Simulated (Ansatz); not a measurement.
Start from HgS in the rock salt structure (space group Fm-3m, No. 225; a = 5.4537 Å; a model cell, its experimental status unchecked; relaxed with 0.1 eV smearing).

All numbers come from plane-wave PAW DFT at the PBEsol level (Ansatz, an electronic-structure program, 420 eV), scalar-relativistic without spin-orbit coupling, earlier PAW set.

Before the change:

```
Property   Result
--------  -------
Pressure  0.0 GPa
Band gap     zero
```

It is then changed as follows: the cell is scaled by 1.0163 in all directions; the atoms relax in the strained cell.

Task: Estimate the effect on the pressure, energy relative to the base and band gap.

Result: The pressure goes from zero to -3.5 GPa; the energy grows by 12 meV/atom; the band gap stays zero.

Stability against distortions was not tested. All final runs are without spin polarisation. This is not the structure that HgS has at room temperature and ambient pressure.
